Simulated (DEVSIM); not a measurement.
System: W/SiO2/n-Si capacitor, at 300 K.

| layer (left to right) | material | thickness (nm) | Nd (cm⁻³) |
|---|---|---|---|
| 1 | SiO2 | 2.40 | - |
| 2 | Si | 4500 | 1.6e16 |

Metal gate on the left, work function 4.6 eV. Fixed charge at the semiconductor interface 2.5e12 cm⁻² (in units of +e); no interface traps.

The device is made up for the run: typed textbook-type constants, with dimensions and the other settings drawn at random. Values at 300 K.

```
parameter      SiO2       Si
-------------  ----  -------
gap (eV)          9    1.124
affinity (eV)   0.9     4.05
permittivity    3.9     11.7
Nc (cm⁻³)         -  2.86e19
Nv (cm⁻³)         -   3.1e19
```

Simulated with DEVSIM: 1D Poisson equation in equilibrium, Boltzmann statistics, complete ionisation; no quantum confinement or tunnelling. Metal contacts follow the ideal Schottky-Mott rule: no Fermi-level pinning, no interface dipoles.

Task: Tabulate band edges, carrier densities and field at -0.5 V on the gate.

Result: Energies count from the Fermi level of the right contact; mesh points crowd at the junctions.

| x (μm) | Ec (eV) | Ev (eV) | n (cm⁻³) | p (cm⁻³) | field (V/cm) |
|---|---|---|---|---|---|
| 0.000 | 4.200 | -4.800 | < 1e2 | < 1e2 | -1300000 |
| 0.0008800 | 4.085 | -4.915 | < 1e2 | < 1e2 | -1300000 |
| 0.001760 | 3.969 | -5.031 | < 1e2 | < 1e2 | -1300000 |
| 0.002662 | 0.736 | -0.388 | 1.3e7 | 9.3e12 | -51000 |
| 0.005170 | 0.723 | -0.401 | 2.0e7 | 5.7e12 | -50000 |
| 0.009522 | 0.702 | -0.422 | 4.7e7 | 2.5e12 | -49000 |
| 0.01869 | 0.658 | -0.466 | 2.6e8 | 4.6e11 | -47000 |
| 0.04787 | 0.532 | -0.592 | 3.3e10 | 3.6e9 | -39000 |
| 0.09951 | 0.362 | -0.762 | 2.4e13 | 4900000 | -27000 |
| 0.2155 | 0.206 | -0.918 | 1.0e16 | 12000 | -3500 |
| 0.4527 | 0.194 | -0.930 | 1.6e16 | 7300 | ≈ 0 |
| 1.207 | 0.194 | -0.930 | 1.6e16 | 7300 | ≈ 0 |
| 2.470 | 0.194 | -0.930 | 1.6e16 | 7300 | ≈ 0 |
| 3.539 | 0.194 | -0.930 | 1.6e16 | 7300 | ≈ 0 |
| 4.154 | 0.194 | -0.930 | 1.6e16 | 7300 | ≈ 0 |
| 4.338 | 0.194 | -0.930 | 1.6e16 | 7300 | ≈ 0 |
| 4.425 | 0.194 | -0.930 | 1.6e16 | 7300 | ≈ 0 |
| 4.466 | 0.194 | -0.930 | 1.6e16 | 7300 | ≈ 0 |
| 4.490 | 0.194 | -0.930 | 1.6e16 | 7300 | ≈ 0 |
| 4.497 | 0.194 | -0.930 | 1.6e16 | 7300 | ≈ 0 |
| 4.500 | 0.194 | -0.930 | 1.6e16 | 7300 | ≈ 0 |
| 4.502 | 0.194 | -0.930 | 1.6e16 | 7300 | ≈ 0 |
